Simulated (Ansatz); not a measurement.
How far PBE and r2SCAN part for hypothetical zinc blende BiP, pressure 22.5 GPa

Start from BiP in the zinc blende structure (space group F-43m, No. 216; a = 6.501 Å; a hypothetical phase, not in the database extracts checked).

(Cell as relaxed with PBE.)

Levels (all Ansatz, a first-principles code, PAW): PBE (420 eV, no spin-orbit coupling); r2SCAN (500 eV, no spin-orbit coupling).

Each level relaxes its own structure.

```
base                      PBE    r2SCAN
-------------------  --------  --------
volume per atom      34.34 Å³  33.79 Å³
lattice parameter a   6.501 Å   6.466 Å
band gap                 zero      zero
```

One thing is altered: a hydrostatic pressure of 22.5 GPa.

| quantity | PBE | r2SCAN |
|---|---|---|
| band gap | zero | (withheld) |
| shortest interatomic distance | 2.549 Å | (withheld) |

### Question
What does r2SCAN give?

### Answer

- band gap, r2SCAN: zero
- shortest interatomic distance, r2SCAN: 2.547 Å

The two agree on the band gap. Neither level is exact; r2SCAN is the comparison here, not a measurement.

Load acts through the strain it causes; cell and atoms are relaxed under it. Whether these cells are dynamically stable was not tested. No other phases were tried under pressure. All final runs are without spin polarisation.
